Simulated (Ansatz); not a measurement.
The structure below was relaxed with Ansatz (a first-principles code), LDA, PAW, cutoff 420 eV, spin-orbit coupling left out, at pressure 9 GPa.

```xyz
4
Lattice="4.0737 0.0000 0.0000 -2.0368 3.5279 0.0000 0.0000 0.0000 6.7029" Properties=species:S:1:pos:R:3 pbc="T T T"
Cd     0.0000     2.3519     0.0096
Cd     2.0368     1.1760     3.3611
Se     0.0000     2.3519     2.5107
Se     2.0368     1.1760     5.8621
```

Problem. Find the space group and the Wyckoff positions.

Solution. Space group P6₃mc (No. 186); a = 4.074 Å, b = 4.074 Å, c = 6.703 Å, α = 90.00°, β = 90.00°, γ = 120.00°

```csv
atom,site,symmetry,x,y,z
Cd,2b,3m.,0.3333,0.6667,0.0014
Se,2b,3m.,0.3333,0.6667,0.3746
```

Problem. Describe the coordination.

Solution. The crystal has 4 atoms in its conventional cell. Conventional cell: a = 4.0737 Å, b = 4.0737 Å, c = 6.7029 Å, α = 90.00°, β = 90.00°, γ = 120.00°. Cd is surrounded by 4 Se at 2.501 Å (tetrahedral). Se has 4 Cd at 2.501 Å (tetrahedral). (Neighbours: up to the widest gap in distance over summed covalent radii, below 1.35, at either atom; cation-cation and far metal-metal contacts left out.)

Load acts through the strain it causes; cell and atoms are relaxed under it. Whether these cells are dynamically stable was not tested. Measured, CdSe leaves this structure (for rock salt) near 2.72 GPa (temperature not stated; as listed in Datta, Sujoy, Jana, Debnarayan, arXiv (2020)), on rising pressure, with hysteresis. The cell was made from CdSe in the wurtzite structure (space group P6_3mc, No. 186) by this change: pressure 9 GPa.
